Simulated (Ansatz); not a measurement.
# Converging the plane-wave cutoff: GaGeTe (R3m, 6 atoms in the cell)

```yaml
crystal:
  lattice:
    - [2.02998, 1.17201, 11.96889]
    - [-2.02998, 1.17201, 11.96889]
    - [0.00000, -2.34402, 11.96889]
  atoms:
    - { symbol: Ga, position: [0.25598, 0.25598, 0.25598] }
    - { symbol: Ga, position: [0.74541, 0.74541, 0.74541] }
    - { symbol: Ge, position: [0.32224, 0.32224, 0.32224] }
    - { symbol: Ge, position: [0.67776, 0.67776, 0.67776] }
    - { symbol: Te, position: [0.11363, 0.11363, 0.11363] }
    - { symbol: Te, position: [0.88637, 0.88637, 0.88637] }
```

Level of theory: PBEsol, default PAW files made with PBE (plane waves; Ansatz, an electronic-structure program).

Base settings: basis.ecutwfc = 420 eV; kpoints.mp_grid.grid = 3 3 3; hamiltonian.xc = pbesol; hamiltonian.pseudopotentials = {kind: paw} (the program's default PAW files); scf.occupations.method = gaussian; scf.occupations.width = 0.05 eV.

The second cell is the first with its lattice scaled by 0.98.

The mesh stays at the base's, so the ladder's end is converged at best in this setting alone.

The first pressure column holds Ansatz's estimate of the finite-basis (Pulay) stress, which hides part of the cutoff error; the other is without it.

Only quantities that move along the ladder and can be compared are tabulated; the gap is left out on so coarse a mesh.

The count of work is k-points × plane waves × bands × iterations; it is no time. 

The starting cell comes from a database of computed structures (which also holds hypothetical and non-ambient phases and stackings), without a prior relaxation at this level. Its lattice was rescaled by up to half a per cent. One atom was moved a little off its site on purpose.

```tsv
basis.ecutwfc	free energy less the last step's (meV/atom)	energy of the compressed cell less the first (meV/atom)	pressure (GPa)	pressure without the Pulay estimate (GPa)	largest difference of a force vector from the last step's (eV/Å)	count of work / last
145 eV	54642.34	-887.36	-11.26	-995.04	3.254	0.071
170 eV	23479.95	-265.99	1.37	-509.54	1.326	0.088
190 eV	11448.70	-55.44	0.89	-289.96	0.510	0.10
210 eV	5627.59	-78.18	1.14	-165.77	0.228	0.11
230 eV	2622.62	-54.10	1.38	-89.77	0.185	0.12
250 eV	1100.15	28.67	1.04	-43.80	0.135	0.14
295 eV	136.32	25.76	0.90	-6.71	0.032	0.16
335 eV	15.49	27.64	0.92	-0.15	0.008	0.19
380 eV	2.25	27.13	0.89	0.82	0.001	0.23
420 eV	1.31	27.01	0.88	0.86	0.000	0.27
460 eV	0.68	27.01	0.88	0.86	0.000	0.31
505 eV	0.30	27.01	0.88	0.88	0.000	0.35
565 eV	0.18	27.01	0.88	0.88	0.000	0.42
630 eV	0.12	27.01	0.88	0.88	0.000	0.49
735 eV	0.04	27.00	0.88	0.88	0.000	0.61
840 eV	0.02	27.00	0.88	0.88	0.000	0.76
1010 eV	0.00	27.00	0.88	0.88	0.000	1.0
```

Coarsest basis.ecutwfc that holds the forces within 0.01 eV/Å of the last step, with all finer ones: 335 eV, at 0.19 of the last step's count of work; the step before is off by 0.032 eV/Å.

Coarsest basis.ecutwfc that holds the pressure within 0.05 GPa of the last step, with all finer ones: 295 eV, at 0.16 of the last step's count of work; the step before is off by 0.16 GPa.

Coarsest basis.ecutwfc that holds the free energy within 2 meV/atom of the last step, with all finer ones: 420 eV, at 0.27 of the last step's count of work; the step before is off by 2.2 meV/atom.

The energy difference between the two cells stays within 1 meV/atom of the last step's from 335 eV on, the total only from 460 eV on: much of the error is common to both cells and cancels.

At the lowest cutoff the pressure without the Pulay estimate lies 996 GPa under the last step's, the usual sign of Pulay stress in an incomplete plane-wave basis.

Keys are those of Ansatz 0.2.
